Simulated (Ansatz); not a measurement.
Worked example: self-consistent single point of a (111) slab of NbH2 (cut from a parent of space group no. 225; 12 atoms in the cell) in Ansatz (a quantum-chemistry and plane-wave program).

Method: PBEsol, default PAW files made with PBE (plane waves; Ansatz).

```xyz
12
Lattice="3.2470 0.0000 0.0000 1.6235 2.8120 0.0000 0.0000 0.0000 23.2791" Properties=species:S:1:pos:R:3 pbc="T T T"
H      1.6235     0.9373     7.0000
H      0.0000     0.0000     8.3256
H      3.2470     1.8747     9.6512
H      1.6235     0.9373    10.9768
H      3.2470     0.0000    12.3024
H      3.2470     1.8747    13.6279
H      1.6235     0.9373    14.9535
H      0.0000     0.0000    16.2791
Nb     3.2470     1.8747     7.6628
Nb     3.2470     0.0000    10.3140
Nb     1.6235     0.9373    12.9652
Nb     3.2470     1.8747    15.6163
```

Reference input (self-consistent single point, DFT, PBEsol, plane waves, default PAW files made with PBE): basis.ecutwfc = 420 eV; kpoints.mp_grid.grid = 11 11 1; hamiltonian.xc = pbesol; hamiltonian.pseudopotentials = {kind: paw} (the program's default PAW files); scf.occupations.method = gaussian; scf.occupations.width = 0.1 eV. This run's input differs from it in these lines:

Ansatz 0.2 input:
```diff
@@ -19,3 +19,3 @@
 basis:
-  ecutwfc: 420.0
+  ecutwfc: 505.0
 kpoints:
```

The program printed (abridged):

```
SCF iter   1: F=—  HF=-18108.890973 eV  |F-HF|=—  |Δ(HF+E_count)|=         —  Δρ=6.41e-3  dr2=1.33e-1  ethr=1.77e-3  ⟨swp⟩=8.7  Hψ=3372  notcnv=0  defer=1
all-band conjugate gradients solve this SCF's bands
preconditioner: auto → LDOS
SCF iter   2: F=—  HF=-18108.877263 eV  |F-HF|=—  |Δ(HF+E_count)|=   1.37e-2  Δρ=2.01e-3  dr2=7.73e-3  ethr=2.22e-4  ⟨swp⟩=2.0  Hψ=1103  notcnv=0  defer=31
   [... lines left out ...]
SCF iter   5: F=—  HF=-18108.876687 eV  |F-HF|=—  |Δ(HF+E_count)|=   3.14e-5  Δρ=6.58e-5  dr2=5.71e-5  ethr=6.10e-7  ⟨swp⟩=2.0  Hψ=844  notcnv=0  defer=31
SCF iter   6: F=—  HF=-18108.876750 eV  |F-HF|=—  |Δ(HF+E_count)|=   6.31e-5  Δρ=2.42e-5  dr2=4.92e-6  ethr=9.52e-8  ⟨swp⟩=1.9  Hψ=717  notcnv=0  defer=31
SCF iter   7: F=—  HF=-18108.876751 eV  |F-HF|=—  |Δ(HF+E_count)|=   6.18e-7  Δρ=6.33e-6  dr2=3.78e-7  ethr=8.20e-9  ⟨swp⟩=1.9  Hψ=762  notcnv=0  defer=30
SCF iter   8: F=-18108.876751 eV  HF=-18108.876751 eV  |F-HF|=2.11e-9  |Δ(HF+E_count)|=   4.36e-9  Δρ=2.09e-6  dr2=1.29e-8  ethr=1.67e-10  ⟨swp⟩=13.5  Hψ=3166  notcnv=0
SCF 1 converged in 8 iterations: F = -18108.876751 eV  dr2 = 1.29e-8
Free energy (F): -18108.876751 eV
Internal energy: -18108.836302 eV  (E = F + TS)
E sigma→0 (E₀):  -18108.856526 eV
Entropy (-TS):   -0.040448 eV (-3.371 meV/atom)
Fermi energy:    4.281151 eV
--- Forces (eV/Å), atoms counted from 1 ---
  atom   1  H      0.00000000     0.00000000    -0.35974369
  atom   2  H      0.00000000    -0.00000000    -0.21081137
  atom   3  H     -0.00000000     0.00000000    -0.26095618
  atom   4  H     -0.00000000    -0.00000000    -0.02695029
  atom   5  H     -0.00000000     0.00000000     0.02695029
  atom   6  H      0.00000000    -0.00000000     0.26095618
  atom   7  H     -0.00000000     0.00000000     0.21081137
  atom   8  H      0.00000000    -0.00000000     0.35974369
   [... lines left out ...]
  atom  12  Nb    -0.00000000     0.00000000    -1.38988613
--- Stress (GPa, compression-positive) ---
       -6.503957       0.000000       0.000000
        0.000000      -6.503957      -0.000000
        0.000000      -0.000000      -3.826586
  P = ⅓ Tr σ = -5.6115 GPa (-56.115 kbar)
  The stress holds the Pulay correction. Without it, at fixed plane waves, as pw.x and ABINIT print it: P = -5.6245 GPa
```

The run converged in 8 iterations. Against the reference run the free energy goes down by 1.2 meV/atom and the largest force moves little (1.389 to 1.390 eV/Å).

The starting cell comes from a database of computed structures (which also holds hypothetical and non-ambient phases and stackings), without a prior relaxation at this level. The slab is cut from that crystal, and its faces are unrelaxed. Its lattice was rescaled by up to half a per cent. Spin polarisation is off. Forces in this geometry exceed 1 eV/Å.
